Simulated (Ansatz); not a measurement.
The reference is Ir in the fcc (Cu type) structure (space group Fm-3m, No. 225; relaxed with 0.1 eV smearing).

```
Ir
1.0
    0.00000     1.90592     1.90592
    1.90592     0.00000     1.90592
    1.90592     1.90592     0.00000
Ir
1
Direct
  0.00000   0.00000   0.00000
```

Cartesian axes are those of the cell as printed.

The values are results of Ansatz (an electronic-structure program) LDA, scalar-relativistic without spin-orbit coupling, not measurements.

One thing is altered: compressive biaxial strain of 2.50 % in the plane normal to [111], as in epitaxy on a mismatched substrate; the out-of-plane cell vector and the atoms relax.

Q: What happens to the out-of-plane strain and in-plane stress?

A: The out-of-plane strain comes out as +1.37 %; the mean in-plane stress (compression positive) comes out as +26.1 GPa.

Whether these cells are dynamically stable was not tested. All final runs are without spin polarisation.
